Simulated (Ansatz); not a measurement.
C vacancy (V_C) in 4H silicon carbide (start: the C(k) site; 96-site cell, 2×2×2 shifted sampling), charge +2. Computed with PBE, PAW (plane waves to 420 eV; Ansatz, an electronic-structure program).

total energy of the defect cell: -42350.0432 eV
total energy of the perfect cell: -42583.8514 eV
μ(C) in graphite, atoms added −1: -250.9442 eV
Δμ(C), C-rich: 0.000 eV
valence-band maximum on the cell's zero: 9.362 eV
image correction with alignment: 0.469 eV
Fermi level above the maximum: 1.10 eV

Problem. Work out the formation energy.

Solution. E_f = E(defect) − E(perfect) − Σ n μ + q (E_VBM + E_F) + E_corr = 233.808 − (250.944) + (20.925) + (0.469) = 4.26 eV.
